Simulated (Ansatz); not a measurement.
The parent structure is TiAl₃ (space group I4/mmm, No. 139; relaxed with 0.1 eV smearing).

```
TiAl3
1.0
   -1.90906     1.90906     4.27193
    1.90906    -1.90906     4.27193
    1.90906     1.90906    -4.27193
Al Ti
3 1
Direct
  0.50000   0.50000   0.00000
  0.75000   0.25000   0.50000
  0.25000   0.75000   0.50000
  0.00000   0.00000   0.00000
```

Cartesian axes are those of the cell as printed.

Calculations: PBEsol (Ansatz, a program for electronic structure, PAW, no spin-orbit coupling), earlier PAW set.

Now apply this change: uniaxial strain ε_yy = +1.99 %, all other strain components held at zero; the atoms relax in the strained cell.

Task: Predict the stress tensor and what it implies for the stiffness.

Result: Stress of the strained cell less that of the base (GPa, compression positive):
```
   -1.6     0.0     0.0
    0.0    -3.9     0.0
    0.0     0.0    -0.9
```

Then −Δσ_ii/ε with ε = 0.0199 gives secant stiffness values (nonlinear terms included at this strain): C22 ≈ 194 GPa, C12 ≈ 82 GPa and C23 ≈ 44 GPa.

Whether these cells are dynamically stable was not tested. All final runs are without spin polarisation.
